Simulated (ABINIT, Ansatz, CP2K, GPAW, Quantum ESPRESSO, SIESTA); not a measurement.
**Zr2Al (I4/mcm, 6 atoms in the cell) computed with different codes at matched settings**

Self-consistent single point, at a second geometry (lattice scaled by 0.98). First geometry:

```xyz
6
Lattice="-3.4032 3.4032 2.6727 3.4032 -3.4032 2.6727 3.4032 3.4032 -2.6727" Properties=species:S:1:pos:R:3 pbc="T T T"
Zr     1.0305     2.3727     0.0000
Zr     2.3727     1.0305     2.6727
Zr     4.4338     1.0305     0.0000
Zr    -1.0305     2.3727     2.6727
Al     0.0000     0.0000     1.3363
Al     0.0000     0.0000     4.0090
```

Shared settings, as Ansatz (a first-principles code) writes them: kpoints.mp_grid.grid = 5 5 5; scf.occupations.method = gaussian; scf.occupations.width = 0.1 eV. Potentials and cutoffs stand in the table.

```
code                                                                                                                                      model  ΔF from the first geometry (meV/atom)  pressure (GPa)  largest force (eV/Å)       cutoff
----------------  -----------------------------------------------------------------------------------------------------------------------------  -------------------------------------  --------------  --------------------  -----------
Ansatz                                                                                                          PBEsol, PAW files made with PBE                                   15.0            5.47                 0.078      default
GPAW                                                                                      PBEsol, GPAW PAW datasets PBEsol (made by gpaw-setup)                                   14.6            5.19                 0.083       550 eV
Quantum ESPRESSO                                                          PBEsol, PseudoDojo standard norm-conserving (PBESOL) pseudopotentials                                   15.0            5.49                 0.072        70 Ry
SIESTA            GGA PBEsol, numerical atomic orbitals DZP, PseudoDojo PBEsol standard norm-conserving potentials (rewritten from UPF to PSML)                                    7.3            4.48                 0.056  grid 400 Ry
CP2K                                                                 PBEsol, GPW, DZVP-MOLOPT-SR-GTH basis, GTH-PBE potentials (GTH_POTENTIALS)                                   18.4            5.95                 0.097  grid 500 Ry
ABINIT                                                           PBEsol, norm-conserving pseudopotentials (PseudoDojo nc-sr-04 PBEsol standard)                                   15.0            5.47                 0.072        33 Ha
```

The spread over the programs that give each value: ΔF from the first geometry within 11.1 meV/atom; pressure within 1.47 GPa; largest force within 0.041 eV/Å.

SIESTA and CP2K use small atom-centred bases, whose incompleteness enters pressures, forces and empty levels differently from a plane-wave cutoff. Ansatz's pressure is given at a fixed set of plane waves, as the other plane-wave codes print theirs.

The starting cell comes from a database of computed structures (which also holds hypothetical and non-ambient phases and stackings), without a prior relaxation at this level. Its lattice was rescaled by a random factor within 2.5 % of one. For this run, on top of that: lattice scaled by 0.98.

Left out of this page: Elk and FLEUR (not drawn, or without a comparable value).

Keys are those of Ansatz 0.2.
